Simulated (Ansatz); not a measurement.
A short convergence ladder for MoS2 (R3m, 3 atoms in the cell)

```yaml
crystal:
  lattice:
    - [1.60011, 0.92382, 6.51451]
    - [-1.60011, 0.92382, 6.51451]
    - [0.00000, -1.84765, 6.51451]
  atoms:
    - { symbol: Mo, position: [0.00234, 0.00234, 0.00234] }
    - { symbol: S, position: [0.41294, 0.41294, 0.41294] }
    - { symbol: S, position: [0.25330, 0.25330, 0.25330] }
```

Base method: PBE (plane waves, PAW; Ansatz, a first-principles code).

Base settings: basis.ecutwfc = 30.9 Ry; kpoints.mp_grid.grid = 9 9 9; hamiltonian.xc = pbe; hamiltonian.pseudopotentials = {kind: paw} (the program's default PAW files); scf.occupations.method = fermi_dirac; scf.occupations.width = 0.0007 Ry.

**The width of Fermi-Dirac smearing**

The mesh stays at the base's, so the ladder's end is converged at best in this setting alone.

Only quantities that move along the ladder and can be compared are tabulated.

| scf.occupations.width | free energy less the last step's (meV/atom) | pressure (GPa) | largest difference of a force vector from the last step's (eV/Å) |
|---|---|---|---|
| 0.0735 Ry | -653.92 | 9.22 | 1.232 |
| 0.0367 Ry | -73.59 | 1.34 | 0.254 |
| 0.0147 Ry | -1.09 | -0.44 | 0.015 |
| 0.0073 Ry | -0.01 | -0.48 | 0.000 |
| 0.0015 Ry | 0.00 | -0.48 | 0.000 |

Widest scf.occupations.width that holds the free energy within 1 meV/atom of the last step, with all finer ones: 0.0073 Ry; the step before is off by 1.1 meV/atom.

Widest scf.occupations.width that holds the forces within 0.005 eV/Å of the last step, with all finer ones: 0.0073 Ry; the step before is off by 0.015 eV/Å.

Widest scf.occupations.width that holds the pressure within 0.2 GPa of the last step, with all finer ones: 0.0147 Ry; the step before is off by 1.8 GPa.

On the base run: the starting cell comes from a database of computed structures (which also holds hypothetical and non-ambient phases and stackings), without a prior relaxation at this level. Its lattice was rescaled by up to half a per cent. One atom was moved a little off its site on purpose. In the base run, forces exceed 1 eV/Å. Ansatz's pressure includes its estimate of the finite-basis (Pulay) stress.

Keys are those of Ansatz 0.2.
